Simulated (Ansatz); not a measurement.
### Question
Name crystals whose electron conductivity mass lies between 0.29 and 0.46 mₑ and whose band gap lies between 2.3 and 3.6 eV, by PBEsol, rigid bands (Ansatz, a quantum-chemistry and plane-wave program).

### Answer
Many crystals can fit; among those computed here:
- Li2Se (Fm-3m): 0.38 mₑ, 2.82 eV
- Li2S (Fm-3m): 0.40 mₑ, 3.20 eV
- K2S (Fm-3m): 0.36 mₑ, 2.35 eV
- Na2S (Fm-3m): 0.29 mₑ, 2.43 eV
- MgS (Fm-3m): 0.35 mₑ, 2.73 eV

Masses are for dilute carriers at 300 K, harmonic means over directions unless an axis is named. Spin-orbit coupling is left out.

Formula and space group known from diffraction (Crystallography Open Database), not checked to be the room-temperature form: K2S (Fm-3m), Li2S (Fm-3m), Li2Se (Fm-3m), Na2S (Fm-3m).
